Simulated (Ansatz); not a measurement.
SnGe (model structure, started from the CsCl type, Pm-3m, No. 221, 2 atoms in the cell)

Method: PBE in Ansatz (PAW).

Numerical settings: plane-wave cutoff 520 eV, 16×16×16 k mesh, Fermi–Dirac smearing 0.05 eV, scalar-relativistic PAW data made under PBE.

Cell (relaxed at this level):

```cif
data_GeSn
_chemical_formula_sum 'Sn1 Ge1'
_space_group_name_H-M_alt 'Pm-3m'
_space_group_IT_number 221
_space_group_name_Hall '-P 4 2 3'
_cell_length_a 3.60453
_cell_length_b 3.60453
_cell_length_c 3.60453
_cell_angle_alpha 90.000
_cell_angle_beta 90.000
_cell_angle_gamma 90.000
loop_
_atom_site_label
_atom_site_type_symbol
_atom_site_symmetry_multiplicity
_atom_site_Wyckoff_symbol
_atom_site_fract_x
_atom_site_fract_y
_atom_site_fract_z
_atom_site_occupancy
Sn1 Sn 1 a 0.00000 0.00000 0.00000 1
Ge1 Ge 1 b 0.50000 0.50000 0.50000 1
```

For SnGe (model structure, started from the CsCl type, Pm-3m, No. 221, 2 atoms in the cell), the band gap is zero (no gap). The bulk modulus B0 is 54.6 GPa.

Note: the bulk modulus is −V dP/dV from two relaxed cells at ±2 % in volume; the relaxation could raise the start's symmetry but not lower it, so the cell can be a saddle point.

Spin–orbit coupling is not included; it can open a gap where bands touch, and shift volumes and moduli.

Computed values are for the static lattice.

A model structure was made by putting elements into a prototype or built by hand; it is no filed structure, need not be a known phase, and can be a saddle point held by its symmetry.

Ansatz is a quantum-chemistry and plane-wave program.
